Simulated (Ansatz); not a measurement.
Consider the following.

End structure of the (31-42) surface of hcp Zn in its 1x1 cell, outermost plane spacing 0.20 Å in the ideal cut:

```xyz
36
Lattice="6.8296 0.0000 0.0000 0.7136 7.2867 0.0000 0.0000 0.0000 27.0000" Properties=species:S:1:pos:R:3 pbc="T T T"
Zn     2.6646     5.5332     8.1505
Zn     0.2724     5.0435     8.7849
Zn     0.6666     0.3807     8.5017
Zn     5.0914    -0.0115     9.3370
Zn     6.2053     2.5201     8.9817
Zn     3.7735     2.1352     9.9693
Zn     4.6993     4.6294     9.4891
Zn     2.3144     4.2357    10.5374
Zn     3.4269     6.9369    10.2523
Zn     0.9620     6.4290    11.1568
Zn     1.2904     1.7592    10.7617
Zn     5.7153     1.3338    11.7880
Zn     6.6795     3.8890    11.4125
Zn     4.1905     3.4328    12.3779
Zn     5.2802     6.0174    11.9963
Zn     2.6833     5.4833    12.9728
Zn     3.0957     0.8466    12.6517
Zn     0.1905    -0.0039    13.6852
Zn     1.3386     2.7204    13.3148
Zn     5.2629     1.8698    14.3483
Zn     6.3889     4.5198    14.0272
Zn     3.7920     3.9857    15.0037
Zn     4.8817     6.5703    14.6221
Zn     2.3926     6.1141    15.5875
Zn     2.6432     1.3827    15.2120
Zn     7.0682     0.9572    16.2383
Zn     1.2806     3.5741    15.8432
Zn     5.6452     3.0661    16.7477
Zn     6.7577     5.7674    16.4626
Zn     4.3728     5.3737    17.5109
Zn     4.5850     0.5813    17.0307
Zn     2.8668     7.4829    18.0183
Zn     3.2671     2.7280    17.6630
Zn     7.6920     2.3358    18.4983
Zn     1.9701     4.9596    18.2151
Zn     6.4075     4.4699    18.8495
```

Model: 36-atom slab, 10.7 Å thick at the start, 6x5x1 mesh, Fermi-Dirac 0.1 eV, dipole correction, single point; on the structure that PBE left under its start's symmetry; no spin, no spin-orbit, no U.

What is the computed surface energy (mean of both faces) (r2SCAN, at the PBE geometry (Ansatz, a program for electronic structure))?

61 meV/Å²

Predict the work function of the top face from r2SCAN, at the PBE geometry.

4.27 eV
